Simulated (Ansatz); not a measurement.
**Pressure series in FeCo**

The parent structure is FeCo in the CsCl type structure (space group Pm-3m, No. 221; a = 2.800 Å; ferromagnetic).

Cell and atoms are relaxed at each pressure.

Computed with Ansatz (a program for electronic structure), PBEsol, PAW, cutoff 420 eV, no SOC.

```tsv
pressure (GPa)	volume per atom (Å³/atom)
-2	11.083
-1	11.030
0	10.980
1.8	10.892
4.2	10.780
9	10.573
18	10.237
45	?
60	9.171
```

### Question
Fit the third-order Birch–Murnaghan form P(V) = (3B₀/2)[(V₀/V)^(7/3) − (V₀/V)^(5/3)]·[1 + (3/4)(B₀′ − 4)((V₀/V)^(2/3) − 1)] (squares taken in P) to the rows shown and predict the withheld row.

### Answer
Least squares on the printed values gives V₀ = 10.980 Å³/atom, B₀ = 218 GPa, B₀′ = 4.7; this predicts 9.486 Å³/atom, and the run gives 9.489 Å³/atom, 0.003 higher.

Other magnetic orders, which the real material may have, were not ruled out. Load acts through the strain it causes; cell and atoms are relaxed under it. Whether these cells are dynamically stable was not tested. No other phases were tried under pressure.
